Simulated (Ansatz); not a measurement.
Ge (diamond structure), cut as (100) film, 3 layers, dihydride; geometry relaxed with PBE. The relaxation kept the symmetry of its start, so a lower minimum of less symmetry isn't excluded. The in-plane lattice is held at the bulk value. With PBE (Ansatz, a program for electronic structure) the gap on the k-mesh of the run is 2.65 eV. k-points: Γ-centred 7×7×1 mesh; occupations: Fermi-Dirac, 0.020 eV; spin polarisation not allowed. Scalar-relativistic, no spin-orbit coupling.

Problem. What gap does Ansatz with HSE06 give on the same geometry and mesh?

Solution. 3.42 eV, wider by 0.77 eV.
